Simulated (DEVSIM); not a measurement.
Structure: abrupt Ge n-p junction, at 250 K.

Layer 1 from the left is Ge, thickness (μm) 6.80, Nd (cm⁻³) 4.8e16, τn (s) 2e-6, τp (s) 2e-6. Layer 2 from the left is Ge, thickness (μm) 1.60, Na (cm⁻³) 1.2e17, τn (s) 2e-6, τp (s) 2e-6.

Left contact: ohmic. Right contact: ohmic. Voltage is applied to the left contact. Recombination: SRH at mid-gap. Mobility is μmin + (μ − μmin)/(1 + (N/Nref)^α).

Constants are typed, rounded textbook-type inputs, not results; the design itself was drawn at random and stands for no fabricated device. Values at 300 K; Nc and Nv go as T^1.5, mobilities as T to minus their exponent, the gap by Varshni's rule with the affinity fixed.

Ge: gap (eV) 0.664, affinity (eV) 4, permittivity 16, Nc (cm⁻³) 1.04e19, Nv (cm⁻³) 6e18, μn (cm²/Vs) 3900, μp (cm²/Vs) 1900, μn,min 150, μp,min 100, Nref,n 2.6e17, Nref,p 4e17, αn 0.56, αp 0.6, T exponent of μn 1.66, T exponent of μp 2.33, Varshni α (eV/K) 0.000477, Varshni β (K) 235.

Model (solved in DEVSIM): 1D drift-diffusion, Boltzmann statistics, complete ionisation; no tunnelling, impact ionisation, image-force lowering or self-heating.

Question: What does the simulation give for the dark forward voltage at 1 A/cm², the dark forward voltage at 100 A/cm²?

Answer: dark forward voltage at 1 A/cm² 0.312 V; dark forward voltage at 100 A/cm² 0.414 V.
